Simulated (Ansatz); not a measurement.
A self-consistent single point of CuPd (P4mm, 2 atoms in the cell) with Ansatz (a program for electronic structure).

Level of theory: PBEsol, default PAW files made with PBE (plane waves; Ansatz).

The change in words: lattice scaled by 0.98; basis.ecutwfc: 30.9 Ry → 41.5 Ry. Reference geometry:
```yaml
crystal:
  lattice:
    - [2.96552, 0.00000, 0.00000]
    - [0.00000, 2.96552, 0.00000]
    - [0.00000, 0.00000, 2.96552]
  atoms:
    - { symbol: Cu, position: [0.00000, 0.00000, 0.01686] }
    - { symbol: Pd, position: [0.50000, 0.50000, 0.50000] }
```

Reference input (self-consistent single point, DFT, PBEsol, plane waves, default PAW files made with PBE): basis.ecutwfc = 30.9 Ry; kpoints.mp_grid.grid = 11 11 11; hamiltonian.xc = pbesol; hamiltonian.pseudopotentials = {kind: paw} (the program's default PAW files); scf.occupations.method = gaussian; scf.occupations.width = 0.0073 Ry. This run's input differs from it in these lines:

Ansatz 0.2 input:
```diff
@@ -2,5 +2,5 @@
   lattice:
-    - [2.965518, 0.000000, 0.000000]
-    - [0.000000, 2.965518, 0.000000]
-    - [0.000000, 0.000000, 2.965518]
+    - [2.906208, 0.000000, 0.000000]
+    - [0.000000, 2.906208, 0.000000]
+    - [0.000000, 0.000000, 2.906208]
   atoms:
@@ -9,3 +9,3 @@
 basis:
-  ecutwfc: 30.9 Ry
+  ecutwfc: 41.5 Ry
 kpoints:
```

The program printed (abridged):

```
SCF iter   1: F=—  HF=-13495.588926 eV  |F-HF|=—  |Δ(HF+E_count)|=         —  Δρ=1.56e-2  dr2=3.34e-2  ethr=1.77e-3  ⟨swp⟩=5.4  Hψ=12209  notcnv=0
all-band conjugate gradients solve this SCF's bands
preconditioner: auto → none
SCF iter   2: F=—  HF=-13495.581923 eV  |F-HF|=—  |Δ(HF+E_count)|=   7.00e-3  Δρ=4.11e-3  dr2=3.07e-3  ethr=9.03e-5  ⟨swp⟩=2.2  Hψ=5610  notcnv=0  defer=22
   [... lines left out ...]
SCF iter   4: F=—  HF=-13495.581183 eV  |F-HF|=—  |Δ(HF+E_count)|=   2.36e-5  Δρ=2.09e-4  dr2=4.56e-6  ethr=2.45e-7  ⟨swp⟩=1.2  Hψ=2911  notcnv=0  defer=22
iter 5 did not close the SCF: its close was put off for the readings that it lacked (scf_convergence_deferred on its scf_iter line)
SCF iter   5: F=-13495.581183 eV  HF=-13495.581183 eV  |F-HF|=2.64e-8  |Δ(HF+E_count)|=   1.06e-7  Δρ=2.97e-5  dr2=6.53e-8  ethr=1.23e-8  ⟨swp⟩=2.6  Hψ=4236  notcnv=0  defer=22
SCF iter   6: F=-13495.581183 eV  HF=-13495.581183 eV  |F-HF|=6.62e-10  |Δ(HF+E_count)|=   4.81e-8  Δρ=1.74e-6  dr2=6.39e-10  ethr=1.76e-10  ⟨swp⟩=3.0  Hψ=10782  notcnv=0
SCF 1 converged in 6 iterations: F = -13495.581183 eV  dr2 = 6.39e-10
Free energy (F): -13495.581183 eV
Internal energy: -13495.573132 eV  (E = F + TS)
E sigma→0 (E₀):  -13495.577158 eV
Entropy (-TS):   -0.008051 eV (-4.026 meV/atom)
Fermi energy:    19.865441 eV
--- Forces (eV/Å), atoms counted from 1 ---
  atom   1  Cu    -0.00000000     0.00000000    -0.45193337
  atom   2  Pd     0.00000000     0.00000000     0.45196063
--- Stress (GPa, compression-positive) ---
       12.479516       0.000000      -0.000000
        0.000000      12.479516       0.000000
        0.000000       0.000000      12.148120
  P = ⅓ Tr σ = 12.3691 GPa (123.691 kbar)
  The stress holds the Pulay correction. Without it, at fixed plane waves, as pw.x and ABINIT print it: P = 12.3541 GPa
```

The run converged in 6 iterations. Against the reference run the free energy rises by 24.2 meV/atom, the pressure goes from -0.44 to 12.37 GPa and the largest force goes from 0.357 to 0.452 eV/Å. The full log also holds: “iter 5 did not close the SCF: its close was put off for the readings that it lacked (scf_convergence_deferred on its scf_iter line)”.

The starting cell comes from a database of computed structures (which also holds hypothetical and non-ambient phases and stackings), without a prior relaxation at this level. Its lattice was rescaled by up to half a per cent. One atom was moved a little off its site on purpose. For this run, on top of that: lattice scaled by 0.98. Spin polarisation is off. Ansatz's pressure includes its estimate of the finite-basis (Pulay) stress.
